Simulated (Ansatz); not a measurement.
**PbSe, response to strain**

Base system: PbSe in the rock salt structure (space group Fm-3m, No. 225).

```xyz
2
Lattice="0.0000 3.0508 3.0508 3.0508 0.0000 3.0508 3.0508 3.0508 0.0000" Properties=species:S:1:pos:R:3 pbc="T T T"
Pb     0.0000     0.0000     0.0000
Se     3.0508     3.0508     3.0508
```

Strains are applied to the cell and any free atomic positions relax.

The values are results of Ansatz (a program for electronic structure), PBEsol, PAW, cutoff 420 eV, spin-orbit coupling left out, not measurements.

Candidates:
(a) isotropic strain +3.00 %
(b) isotropic strain +1.50 %
(c) isotropic strain −1.00 %
(d) isotropic strain +2.00 %
(e) isotropic strain −0.50 %

Notes on the quantities. energy relative to the base: free energy F.

**Question.** Order them by energy relative to the base, lowest first.

**Answer.** (e) isotropic strain −0.50 % (+1.1 meV/atom), (c) isotropic strain −1.00 % (+4.4 meV/atom), (b) isotropic strain +1.50 % (+9.1 meV/atom), (d) isotropic strain +2.00 % (+16 meV/atom), (a) isotropic strain +3.00 % (+35 meV/atom)

No phonon test of stability was made.
